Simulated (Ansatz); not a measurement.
The structure below was relaxed with PBE (Ansatz, a quantum-chemistry and plane-wave program), spin-orbit coupling left out, at pressure 45 GPa.

Space group P6₃/mmc (No. 194); a = b = 2.6798 Å, c = 12.0856 Å, α = β = 90.00°, γ = 120.00°

| atom | site | symmetry | x | y | z |
|---|---|---|---|---|---|
| Al | 2d | -6m2 | 0.6667 | 0.3333 | 0.2500 |
| Cr | 4f | 3m. | 0.3333 | 0.6667 | 0.0897 |
| C | 2a | -3m. | 0.0000 | 0.0000 | 0.0000 |

Problem. Write out a cell with all atoms.

Solution. 
```cif
data_C2Al2Cr4
_chemical_formula_sum 'Al2 Cr4 C2'
_space_group_name_H-M_alt 'P 1'
_space_group_IT_number 1
_cell_length_a 2.67979
_cell_length_b 2.67979
_cell_length_c 12.08563
_cell_angle_alpha 90.000
_cell_angle_beta 90.000
_cell_angle_gamma 120.000
loop_
_space_group_symop_operation_xyz
  'x, y, z'
loop_
_atom_site_label
_atom_site_type_symbol
_atom_site_fract_x
_atom_site_fract_y
_atom_site_fract_z
_atom_site_occupancy
Al1 Al 0.33333 0.66667 0.75000 1
Al2 Al 0.66667 0.33333 0.25000 1
Cr1 Cr 0.33333 0.66667 0.08971 1
Cr2 Cr 0.66667 0.33333 0.58971 1
Cr3 Cr 0.66667 0.33333 0.91029 1
Cr4 Cr 0.33333 0.66667 0.41029 1
C1 C 0.00000 0.00000 0.00000 1
C2 C 0.00000 0.00000 0.50000 1
```
This is the conventional cell.

Load acts through the strain it causes; cell and atoms are relaxed under it. No phonon test of stability was made. No other phases were tried under pressure. The final runs are not spin-polarised. The cell was made from AlCr₂C (space group P6_3/mmc, No. 194; non-magnetic) by this change: pressure 45 GPa.
